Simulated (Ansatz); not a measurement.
Consider WC (space group P-6m2, No. 187; relaxed with 0.1 eV smearing).

```yaml
crystal:
  lattice:
    - [2.91268, 0.00000, 0.00000]
    - [-1.45634, 2.52245, 0.00000]
    - [0.00000, 0.00000, 2.83536]
  atoms:
    - { symbol: W, position: [0.00000, 0.00000, 0.00000] }
    - { symbol: C, position: [0.33333, 0.66667, 0.50000] }
```

Method: r2SCAN in Ansatz (plane waves to 500 eV, PAW, no spin-orbit coupling).

Before the change:

| Property | Value |
|---|---|
| Pressure | 0.0 GPa |
| Band gap | zero |

It is then changed as follows: every lattice vector is shortened by 2.00 %; the atoms relax in the strained cell.

Problem. What does the calculation give for the energy relative to the base, pressure and band gap after the change?

Solution. The energy rises by 51 meV/atom; the pressure (mean of the normal stresses, compression positive) goes from zero to 27.8 GPa; the band gap is still zero.

Stability against distortions was not tested. The final runs are not spin-polarised.

Ansatz is a program for electronic structure.
